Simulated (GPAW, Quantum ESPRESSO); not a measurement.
A GPAW input for a self-consistent single point of Cu2Te (P6/mmm, 6 atoms in the cell) (DFT PBEsol, plane waves, GPAW PAW datasets PBEsol (made by gpaw-setup)):

```python
from ase import Atoms
from ase.units import GPa
from gpaw import GPAW, PW

atoms = Atoms(['Cu', 'Cu', 'Cu', 'Cu', 'Te', 'Te'],
              cell=[[4.372444, 0.000000, 0.000000],
                    [-2.186222, 3.786647, 0.000000],
                    [0.000000, 0.000000, 8.659003]],
              positions=[[2.186224, 1.262214, 1.315736],
                         [-0.000002, 2.524433, 7.343267],
                         [-0.000002, 2.524433, 1.315736],
                         [2.186224, 1.262214, 7.343267],
                         [0.000000, 0.000000, 2.304940],
                         [0.000000, 0.000000, 6.354063]],
              pbc=True)

calc = GPAW(mode=PW(800),
            xc='PBEsol',
            kpts=(7, 7, 3),
            occupations={'name': 'methfessel-paxton', 'width': 0.136, 'order': 0},
            nbands=-10,
            symmetry={'symmorphic': False, 'tolerance': 0.0005},
            maxiter=100)

atoms.calc = calc

energy = atoms.get_potential_energy()
print('Energy (eV):', round(energy, 6))
forces = atoms.get_forces()
print('Forces (eV/Ang):')
print(forces.round(5))
stress = atoms.get_stress()
print('Stress (GPa, Voigt):', (stress / GPa).round(4))
```

Q: Translate this input to Quantum ESPRESSO.

A: One input that does it (others would too):

```fortran
&CONTROL
    calculation = 'scf',
    prefix = 'scf',
    outdir = './tmp/',
    pseudo_dir = './',
    verbosity = 'high',
    tprnfor = .true.,
    tstress = .true.,
/
&SYSTEM
    ibrav = 4,
    celldm(1) = 8.26272102,
    celldm(3) = 1.9803578191,
    nat = 6,
    ntyp = 2,
    ecutwfc = 50,
    ecutrho = 300,
    occupations = 'smearing',
    smearing = 'gauss',
    degauss = 0.0099958,
    input_dft = 'pbesol',
/
&ELECTRONS
    conv_thr = 1.0d-10,
    mixing_beta = 0.3,
/
ATOMIC_SPECIES
Cu    63.5460  Cu.pbe-dn-kjpaw_psl.1.0.0.UPF
Te   127.6000  Te.pbe-n-kjpaw_psl.1.0.0.UPF
ATOMIC_POSITIONS {crystal}
Cu    0.66666667    0.33333333    0.15195000
Cu    0.33333333    0.66666667    0.84805000
Cu    0.33333333    0.66666667    0.15195000
Cu    0.66666667    0.33333333    0.84805000
Te    0.00000000    0.00000000    0.26619000
Te    0.00000000    0.00000000    0.73381000
K_POINTS {automatic}
7 7 3  0 0 0
```

Basis settings and potentials, where a program has them, do not carry over. This input uses DFT, PBEsol, plane waves, PSlibrary PAW (PBE) pseudopotentials.

The starting cell comes from a database of computed structures (which also holds hypothetical and non-ambient phases and stackings), without a prior relaxation at this level. Its lattice was rescaled by a random factor within 2.5 % of one.
